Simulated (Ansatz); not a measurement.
System: Bi4Ge3O12 (I-43d, No. 220). Method: r²SCAN (plane waves, PAW; Ansatz, a program for electronic structure).

Run with plane-wave cutoff 500 eV, 6×6×6 k mesh, Fermi–Dirac smearing 0.05 eV, scalar-relativistic PAW data made under PBE.

Computed at the level's own relaxed cell.

Predict the equilibrium volume per atom, lattice constant a and band gap.


- equilibrium volume per atom = 15.43 Å³/atom
- lattice constant a = 10.544 Å
- band gap = 4.19 eV (on the SCF k mesh)

Spin–orbit coupling is not included; with these elements it can move the gap by several tenths of an eV or more.

Static lattice: no zero-point or thermal effects.

Computing time: very roughly 30 core-minutes.
